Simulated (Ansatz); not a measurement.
Terminations of the (100) surface of fcc Pd, measured from the surface 'clean 1x1'. Atoms come from or go to: Al: fcc Al, Au: fcc Au, Mn: fcc-type Mn, layered antiferromagnet, Mo: bcc Mo, Os: hcp Os, Pd: fcc Pd, Pt: fcc Pt, Re: hcp Re, Ru: hcp Ru, Ti: hcp Ti. ΔE is the energy of forming the row's surface from that one (negative: more stable at these reservoirs); the vacuum level's shift is aligned on the shared bottom. No zero-point or thermal terms. These are constructed structures in small cells; real faces may alloy, dewet or reconstruct in larger ones, and not all known structures of the face are among them. Slabs of about 10 Å with all that they carry, Fermi-Dirac smearing of 0.1 eV. Bottom of the slabs: a bare face, its two planes held. Relaxed from the named starts with such symmetry as they have, on meshes of like density; energies extrapolated to zero smearing; no spin-orbit coupling, no U. Spin-polarised runs, if any, are marked in brackets, and their order is one that fits the cell; the others ran without spin. A dash marks a value that is undefined for that row (no clear gap, or no work function of a gapped slab) or was not read reliably on its mesh.

Computed with PBE (plane waves to 420 eV, PAW; Ansatz, a first-principles code).

```tsv
surface	atoms added per 1x1	ΔE per 1x1 (eV)	shift of the vacuum level (eV)	work function (eV)
clean 1x1	none	0.00	0.00	5.08
a pseudomorphic layer of Ru in the host's stacking	+1 Ru	1.15	0.07	5.14
a layer of Re in place of the second plane	-1 Pd, +1 Re	0.01	-0.59	4.50
a pseudomorphic layer of Re in the host's stacking	+1 Re	?	0.29	5.36
a pseudomorphic layer of Au in the host's stacking	+1 Au	-0.42	0.16	5.23
a pseudomorphic layer of Al in the host's stacking	+1 Al	-1.17	-0.62	4.46
a layer of Mo in place of the second plane	+1 Mo, -1 Pd	-0.44	-0.72	4.38
a layer of Au in place of the second plane	+1 Au, -1 Pd	-0.11	0.04	5.11
a pseudomorphic layer of Ti in the host's stacking	+1 Ti	-0.35	-0.70	4.38
a pseudomorphic layer of Pt in the host's stacking	+1 Pt	?	0.61	5.68
a pseudomorphic layer of Os in the host's stacking	+1 Os	?	0.49	5.56
a pseudomorphic layer of Mn in the host's stacking [spin, 4.8 μB a cell]	+1 Mn	0.06	-1.32	3.75
```

Complete the blanks.


- a pseudomorphic layer of Re in the host's stacking, ΔE per 1x1 (eV): 1.32
- a pseudomorphic layer of Pt in the host's stacking, ΔE per 1x1 (eV): 0.11
- a pseudomorphic layer of Os in the host's stacking, ΔE per 1x1 (eV): 1.55
